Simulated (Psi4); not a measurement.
Psi4 1.11, unrestricted PBE0/def2-svp: Li(OtBu) anion ([Li][O]C(C)(C)C), charge -1, multiplicity 2, 15 atoms. The geometry is a generated start, not checked to be a minimum at this level.

- task = energy
- method = pbe0
- basis = def2-svp
- memory = 3 GB
- maxiter = 100
- keys of the molecule block = symmetry c1
- scf_type = df (default)
- e_convergence = 1e-06 (default)
- d_convergence = 1e-06 (default)
- dft_radial_points = 75 (default)
- dft_spherical_points = 302 (default)
- basis functions = 124
- grid points = 318238

```xyz
15

Li     1.0654     2.0393     2.1110
O      0.5527     1.0340     1.0617
C      0.0722     0.1315     0.1334
C      1.1190    -0.9676    -0.1175
C     -1.2206    -0.5145     0.6583
C     -0.2293     0.8506    -1.1925
H      0.7719    -1.6714    -0.8693
H      1.3139    -1.5003     0.8106
H      2.0475    -0.5100    -0.4551
H     -1.0140    -1.0196     1.5994
H     -1.6195    -1.2333    -0.0540
H     -1.9625     0.2607     0.8376
H      0.6745     1.3388    -1.5530
H     -0.9887     1.6114    -1.0259
H     -0.5824     0.1504    -1.9448
```

Charge -1 and multiplicity 2 are set for this test and not shown to be the ground state.

With the defaults (diis = true, scf_initial_accelerator = adiis, damping_percentage = 0, level_shift = 0, level_shift_cutoff = 0.01, guess = auto, which took SAD, soscf = false, soscf_start_convergence = 0.01, diis_max_vecs = 10, diis_start = 1) it converges in 10 SCF iterations. One run each on 2 threads, with these changes:
- soscf = true
- level_shift = 0.5, level_shift_cutoff = 0.001
- diis_max_vecs = 20
- damping_percentage = 20
- soscf = true, soscf_start_convergence = 0.1
- guess = huckel
- guess = modhuckel
- diis_start = 4
- diis = false, scf_initial_accelerator = none, damping_percentage = 60

Name the settings that don't reach the solution of the defaults.

No convergence: diis = false, scf_initial_accelerator = none, damping_percentage = 60 (the run ends without SCF convergence in 100 iterations). The rest reach the solution of the defaults.

```csv
setting,SCF iterations,JK calls,end
soscf = true,7,23,same solution
"soscf = true, soscf_start_convergence = 0.1",8,34,same solution
the defaults,10,11,same solution
"level_shift = 0.5, level_shift_cutoff = 0.001",10,11,same solution
diis_max_vecs = 20,10,11,same solution
guess = huckel,10,31,same solution
guess = modhuckel,11,32,same solution
diis_start = 4,17,18,same solution
damping_percentage = 20,18,19,same solution
"diis = false, scf_initial_accelerator = none, damping_percentage = 60",100,101,no convergence
```

An SOSCF iteration holds several JK calls; a Hückel guess adds calls on atoms. 1 further run of the study ended by our limits or in an error and is left out.
